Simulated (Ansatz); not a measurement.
The parent structure is Ge$_{2}$Sb$_{2}$Te$_{5}$ (space group P-3m1, No. 164; a = 4.224 Å, c = 16.872 Å). Axes: x lies along a and z along c of the hexagonal cell.

Structures relaxed with PBEsol (Ansatz, a first-principles code; PAW; 420 eV plane waves; scalar-relativistic without spin-orbit coupling), earlier PAW set.

Base:

Simulated powder pattern, Cu Kα1, λ = 1.54056 Å (kinematic, ideal powder, no thermal factors, no anomalous dispersion; the 10 strongest lines at most, above 2 %, up to 2θ = 90°):

| 2θ (°) | I/Imax (%) | hkl |
|---|---|---|
| 26.54 | 10 | (102) |
| 29.10 | 100 | (103) |
| 36.19 | 8.9 | (015) |
| 40.43 | 27 | (016) |
| 42.78 | 40 | (110) |
| 45.01 | 10 | (017) |
| 52.58 | 19 | (023) |
| 60.32 | 8.3 | (206) |
| 70.03 | 16 | (213) |
| 71.52 | 8.7 | (1 1 10) |

Perturbation: strain tensor (xx, yy, zz, yz, xz, xy) = (+1.48, +0.79, −0.25, +0.11, −0.51, −0.42) %, atoms relaxed at fixed cell.

### Question
Where do the lines fall after the change?

### Answer

Simulated powder pattern, Cu Kα1, λ = 1.54056 Å (kinematic, ideal powder, no thermal factors, no anomalous dispersion; the 10 strongest lines at most, above 2 %, up to 2θ = 90°):

```tsv
2θ (°)	d (Å)	I/Imax (%)	hkl
28.65	3.114	95	(-1 1 3)
28.99	3.078	99	(0 1 -3)
29.03	3.073	100	(103)
40.19	2.242	23	(1 0 -6)
40.33	2.234	23	(016)
40.44	2.229	27	(1 -1 6)
42.13	2.143	40	(2 -1 0)
42.20	2.140	40	(1 -2 0)
42.52	2.125	40	(110)
51.92	1.760	20	(2 -2 3)
```

The indices refer to the base's conventional cell; one index is shown for lines that coincide. The space group is now P-1 (No. 2).

No phonon test of stability was made.
